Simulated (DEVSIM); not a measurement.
Device: Al/SiO2/n-Si capacitor, at 250 K.

```
layer (left to right)  material  thickness (nm)  Nd (cm⁻³)
---------------------  --------  --------------  ---------
1                          SiO2            1.30          -
2                            Si            1000     3.2e17
```

Metal gate on the left, work function 4.1 eV. Fixed charge at the semiconductor interface -1.4e11 cm⁻² (in units of +e); no interface traps.

The device is made up for the run: typed textbook-type constants, with dimensions and the other settings drawn at random. Values at 300 K; Nc and Nv go as T^1.5, mobilities as T to minus their exponent, the gap by Varshni's rule with the affinity fixed.

```tsv
parameter	SiO2	Si
gap (eV)	9	1.124
affinity (eV)	0.9	4.05
permittivity	3.9	11.7
Nc (cm⁻³)	-	2.86e19
Nv (cm⁻³)	-	3.1e19
Varshni α (eV/K)	-	0.000473
Varshni β (K)	-	636
```

Model (solved in DEVSIM): 1D Poisson equation in equilibrium, Boltzmann statistics, complete ionisation; no quantum confinement or tunnelling. Metal contacts follow the ideal Schottky-Mott rule: no Fermi-level pinning, no interface dipoles.

The SiO2 thickness was swept, all else fixed.

| SiO2 thickness (μm) | minimum of the low-frequency capacitance (μF/cm²) | threshold voltage (band bending 2φF) (V) | capacitance of the dielectric stack (μF/cm²) |
|---|---|---|---|
| 0.00052 | 0.178 | -1.04 | 6.64 |
| 0.00072 | 0.178 | -1.06 | 4.80 |
| 0.00091 | 0.175 | -1.07 | 3.79 |
| 0.0011 | 0.171 | -1.09 | 3.14 |
| 0.0013 | 0.169 | -1.10 | 2.66 |
| 0.0016 | 0.168 | -1.13 | 2.16 |

From the first row to the last the minimum of the low-frequency capacitance goes from 0.178 to 0.168. From the first row to the last the threshold voltage (band bending 2φF) goes from -1.04 to -1.13.
